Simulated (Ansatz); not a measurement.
Bond-angle distributions (per cent of the angles at each element, bins of 10°) of a relaxed model of amorphous In24O38Si at 6.38 g/cm³. Computed with PBE, scalar-relativistic without spin-orbit coupling (plane waves to 420 eV, PAW; Ansatz, an electronic-structure program).

It comes from a melt-quench run on a machine-learned potential (CHGNet), relaxed afterwards by DFT. O atoms were pushed apart under 1.9 Å during the dynamics, to hinder bonds among them. The hot cell started wider than the set density and was brought back towards it in steps. It is the lowest in DFT energy of 2 quenches. It is a model cell: composition and starting density were chosen by hand, and all elements were melted together. No dispersion term was used. Its density started from a set value of 6.30 and ended at 6.38 g/cm³. The quench (nominally 220 K/ps over its main leg) was far faster than any real one, so the model tends to hold more defects than a real film. One small periodic cell is one sample of the glass; other quenches scatter about these values. Volume and shape were free in the relaxation.

Neighbours within In-In 3.12 Å, In-O 2.70 Å, In-Si 2.78 Å, O-O 1.58 Å, O-Si 2.12 Å, Si-Si 2.60 Å count as bonded. Two cations that share two anions don't count as bonded, nor two that share one unless they lie closer than In-In 3.04 Å, In-Si 2.71 Å, Si-Si 2.38 Å.

```tsv
angle (°)	at In	at O
50-60	0	0
60-70	1	0
70-80	18	0
80-90	23	7
90-100	13	21
100-110	11	21
110-120	8	24
120-130	6	16
130-140	4	6
140-150	5	3
150-160	3	1
160-170	4	0
170-180	3	0
```

They go with these counts of neighbours within the cut-offs, cation contacts included: In mean 5.4, most often 5; O mean 3.5, most often 4.
